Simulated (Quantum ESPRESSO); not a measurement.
Worked example: self-consistent single point of Nb3B4 (Immm, 7 atoms in the cell) in Quantum ESPRESSO.

Computed with PBEsol, GBRV 1.5 ultrasoft (PBESOL) pseudopotentials (plane waves; Quantum ESPRESSO).

The change in words: lattice scaled by 0.98. Reference geometry:
```
Nb3B4
1.0
   -1.59340     1.67497     7.14835
    1.59340    -1.67497     7.14835
    1.59340     1.67497    -7.14835
Nb B
3 4
Direct
  0.18476   0.68476   0.50000
  0.81524   0.31524   0.50000
  0.00000   0.00000   0.00000
  0.43557   0.43557   0.00000
  0.56443   0.56443   0.00000
  0.36766   0.86766   0.50000
  0.63234   0.13234   0.50000
```

Reference input (self-consistent single point, DFT, PBEsol, plane waves, GBRV 1.5 ultrasoft (PBESOL) pseudopotentials): ecutwfc = 40 Ry; ecutrho = 320 Ry; occupations = smearing; smearing = fd; degauss = 0.0073499 Ry; potentials = {Nb: nb_pbesol_v1.uspp.F.UPF, B: b_pbesol_v1.4.uspp.F.UPF}; K_POINTS = automatic 7 7 7 0 0 0; conv_thr = 1e-11 Ry; mixing_beta = 0.5. This run's input differs from it in these lines:

```diff
@@ -10,3 +10,3 @@
   ibrav = 0,
-  celldm(1) = 14.197286113,
+  celldm(1) = 13.913340595,
   nat = 7,
@@ -37,5 +37,5 @@
 CELL_PARAMETERS alat
-  -0.212089231     0.222946319     0.951479425
-   0.212089231    -0.222946319     0.951479425
-   0.212089231     0.222946319    -0.951479425
+  -0.212089231     0.222946367     0.951479414
+   0.212089231    -0.222946367     0.951479414
+   0.212089231     0.222946367    -0.951479414
```

The program printed (abridged):

```
     Self-consistent Calculation

     iteration #  1     ecut=    40.00 Ry     beta= 0.50

     total energy              =    -378.98693320 Ry
     estimated scf accuracy    <       1.83237787 Ry

     iteration #  2     ecut=    40.00 Ry     beta= 0.50

     total energy              =    -379.44175008 Ry
     estimated scf accuracy    <       0.85559637 Ry

     iteration #  3     ecut=    40.00 Ry     beta= 0.50

     total energy              =    -379.51307954 Ry
     estimated scf accuracy    <       1.31173002 Ry

   [... 8 blocks of this kind left out ...]

     iteration # 12     ecut=    40.00 Ry     beta= 0.50

     total energy              =    -379.64880069 Ry
     estimated scf accuracy    <          1.3E-09 Ry

     iteration # 13     ecut=    40.00 Ry     beta= 0.50
     End of self-consistent calculation

     the Fermi energy is    18.5180 ev

!    total energy              =    -379.64880069 Ry
     estimated scf accuracy    <          9.3E-12 Ry
     smearing contrib. (-TS)   =      -0.00467974 Ry
     internal energy E=F+TS    =    -379.64412094 Ry

     convergence has been achieved in  13 iterations

     Forces acting on atoms (cartesian axes, Ry/au):

     atom    1 type  1   force =     0.00000000    0.00000000    0.00606446
     atom    2 type  1   force =     0.00000000    0.00000000   -0.00606446
     atom    3 type  1   force =     0.00000000    0.00000000    0.00000000
     atom    4 type  2   force =     0.00000000    0.00000000    0.00190210
     atom    5 type  2   force =     0.00000000    0.00000000   -0.00190210
   [... lines left out ...]

     Total force =     0.009480     Total SCF correction =     0.000013

          total   stress  (Ry/bohr**3)                   (kbar)     P=        8.42
   0.00005961   0.00000000   0.00000000            8.77        0.00        0.00
   0.00000000   0.00004722   0.00000000            0.00        6.95        0.00
   0.00000000   0.00000000   0.00006495            0.00        0.00        9.55

   JOB DONE.
```

The run converged in 13 iterations. Against the reference run the free energy drops by 29.4 meV/atom, the pressure goes from -14.89 to 0.84 GPa and the largest force goes from 0.042 to 0.156 eV/Å.

The starting cell comes from a database of computed structures (which also holds hypothetical and non-ambient phases and stackings), without a prior relaxation at this level. Its lattice was rescaled by a random factor within 2.5 % of one. For this run, on top of that: lattice scaled by 0.98. Spin polarisation is off.

Cost on one core of a shared machine: roughly 4 min.
